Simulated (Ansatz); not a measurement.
Start from AlRu in the CsCl type structure (space group Pm-3m, No. 221; relaxed with 0.1 eV smearing).

```xyz
2
Lattice="2.9545 0.0000 0.0000 0.0000 2.9545 0.0000 0.0000 0.0000 2.9545" Properties=species:S:1:pos:R:3 pbc="T T T"
Al     1.4773     1.4773     1.4773
Ru     0.0000     0.0000     0.0000
```

Cartesian axes are those of the cell as printed.

Method: Kohn–Sham DFT with the LDA functional, run in Ansatz (a first-principles code) with PAW and 420 eV plane waves, spin-orbit coupling left out.

For the base:

```
Quantity                         Value
-----------------------------  -------
Pressure                       0.0 GPa
Shortest interatomic distance  2.559 Å
```

Perturbation: biaxial strain −1.25 %, plane normal [111], relaxed out of plane (Cartesian); in-plane vectors clamped, the third vector and the atoms free.

Problem. Estimate the effect on the pressure, out-of-plane strain and shortest interatomic distance.

Solution. The pressure (mean of the normal stresses, compression positive) goes from zero to 4.0 GPa; the out-of-plane strain amounts to +0.89 %; the shortest interatomic distance drops by 0.026 Å to 2.533 Å.

Whether these cells are dynamically stable was not tested. The final runs are not spin-polarised.
